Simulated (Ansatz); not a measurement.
Worked example: self-consistent single point of FeAuO2 (R3m, 4 atoms in the cell) in Ansatz (an electronic-structure program).

Computed with PBEsol+U, default PAW files made with PBE (plane waves; Ansatz).

The change in words: lattice scaled by 0.98; kpoints.mp_grid.grid: 9 9 9 → 18 18 18. Reference geometry:
```yaml
crystal:
  lattice:
    - [1.51854, 0.87673, 6.14904]
    - [-1.51854, 0.87673, 6.14904]
    - [0.00000, -1.75346, 6.14904]
  atoms:
    - { symbol: Fe, position: [0.00271, 0.00271, 0.00271], spin: 4.0 }
    - { symbol: Au, position: [0.50000, 0.50000, 0.50000] }
    - { symbol: O, position: [0.38897, 0.38897, 0.38897] }
    - { symbol: O, position: [0.61103, 0.61103, 0.61103] }
```
(The spins are starting values, not results.)

Reference input (self-consistent single point, DFT, PBEsol+U, plane waves, default PAW files made with PBE): basis.ecutwfc = 420 eV; kpoints.mp_grid.grid = 9 9 9; hamiltonian.xc = pbesol; hamiltonian.pseudopotentials = {kind: paw} (the program's default PAW files); hamiltonian.hubbard.sites = [{species: Fe, l: d, u_eff: 5.3}] eV; magnetization.spin_polarized = true; scf.occupations.method = fermi_dirac; scf.occupations.width = 0.05 eV. This run's input differs from it in these lines:

Ansatz 0.2 input:
```diff
@@ -2,10 +2,10 @@
   lattice:
-    - [1.51854100, 0.87673000, 6.14904400]
-    - [-1.51854100, 0.87673000, 6.14904400]
-    - [0.00000000, -1.75346000, 6.14904400]
+    - [1.48817000, 0.85919500, 6.02606300]
+    - [-1.48817000, 0.85919500, 6.02606300]
+    - [0.00000000, -1.71839100, 6.02606300]
   atoms:
-    - { symbol: Fe, position_ang: [-0.00000000, 0.00000000, 0.04999173], spin: 4.0 }
-    - { symbol: Au, position_ang: [0.00000000, 0.00000000, 9.22356600] }
-    - { symbol: O, position_ang: [0.00000000, 0.00000000, 7.17543628] }
-    - { symbol: O, position_ang: [-0.00000000, -0.00000000, 11.27169572] }
+    - { symbol: Fe, position_ang: [0.00000000, -0.00000000, 0.04899189], spin: 4.0 }
+    - { symbol: Au, position_ang: [0.00000000, -0.00000050, 9.03909450] }
+    - { symbol: O, position_ang: [-0.00000000, -0.00000039, 7.03192741] }
+    - { symbol: O, position_ang: [0.00000000, -0.00000061, 11.04626159] }
 basis:
@@ -14,3 +14,3 @@
   mp_grid:
-    grid: [9, 9, 9]
+    grid: [18, 18, 18]
 hamiltonian:
```

The program printed (abridged):

```
SCF iter   1: F=—  HF=-18599.162686 eV  |F-HF|=—  |Δ(HF+E_count)|=         —  Δρ=5.44e-1 (↑1.94e-1 ↓5.44e-1)  dr2=4.55e2  dr2_m=2.04e1  M=0.083 μB ∫|m|=0.275 μB  β_m=0.30  ethr=3.10e-3  ⟨swp⟩=5.5  Hψ=131353  notcnv=0
all-band conjugate gradients solve this SCF's bands
preconditioner: auto → Kerker (q_TF=auto, 2.736 Å⁻¹)
spin=Collinear: Kerker preconditioning applied to the charge; magnetization (m = ρ↑ − ρ↓) channel mixes plain (no charge-response kernel on spin).
   [... lines left out ...]
iter 18 met the thresholds in force, and the SCF goes on: an eigenvalue changes by 0.83 meV, over its tolerance of 0.50 meV (output.eigenvalues, Limitations)
SCF iter  18: F=-18573.305711 eV  HF=-18573.305711 eV  |F-HF|=1.81e-8  |Δ(HF+E_count)|=   3.38e-9  Δρ=5.11e-6 (↑2.13e-6 ↓5.11e-6)  dr2=2.61e-8  dr2_m=1.97e-9  M=4.993 μB ∫|m|=4.993 μB  β_m=0.91  ethr=2.13e-10  ⟨swp⟩=2.1  Hψ=120338  notcnv=0
SCF iter  19: F=-18573.305711 eV  HF=-18573.305711 eV  |F-HF|=2.39e-9  |Δ(HF+E_count)|=  4.62e-10  Δρ=1.88e-6 (↑8.48e-7 ↓1.88e-6)  dr2=4.11e-9  dr2_m=2.03e-10  M=4.993 μB ∫|m|=4.993 μB  ethr=5.54e-11  ⟨swp⟩=2.0  Hψ=97680  notcnv=0
SCF 1 converged in 19 iterations: F = -18573.305711 eV  dr2 = 4.11e-9
the last iteration of the SCF fills more bands at one k-point than at another: 25 at σ=↑ k=90 and 26 at σ=↑ k=0 …
an eigenvalue changed by more than its tolerance at an iteration that met the thresholds in force, so the SCF went on 1 time …
Magnetization: 4.9933 μB (25.9967 up, 21.0033 down)
Absolute magnetization: 4.9934 μB (∫|ρ↑−ρ↓|, with the PAW one-centre terms)
Spin contamination: 0.0068 ħ² per cell (⟨S²⟩ above its minimum at these occupations)
   [... lines left out ...]
Free energy (F): -18573.305711 eV
Fermi energy:    15.111201 eV
   [... lines left out ...]
--- Stress (GPa, compression-positive) ---
       13.408487       0.000000      -0.000000
        0.000000      13.408487      -0.000000
       -0.000000      -0.000000      16.256492
  P = ⅓ Tr σ = 14.3578 GPa (143.578 kbar)
  The stress holds the Pulay correction. Without it, at fixed plane waves, as pw.x and ABINIT print it: P = 13.7679 GPa
Occupation matrices written to occupation_matrices
```

The run converged in 19 iterations. 

The starting cell comes from a database of computed structures (which also holds hypothetical and non-ambient phases and stackings), without a prior relaxation at this level. Its lattice was rescaled by up to half a per cent. One atom was moved a little off its site on purpose. For this run, on top of that: lattice scaled by 0.98. With one magnetic atom in the cell only a parallel order is possible. With U or open f shells several self-consistent states can exist. With a pressure of about 14 GPa the cell is away from its equilibrium volume at this level. Ansatz's pressure includes its estimate of the finite-basis (Pulay) stress. Without the estimate this run gives 13.77 GPa.

These are the values that this program gave, and no reference: magnets with a U can end in a higher state.

Cost on one core of a shared machine: roughly 6 min.
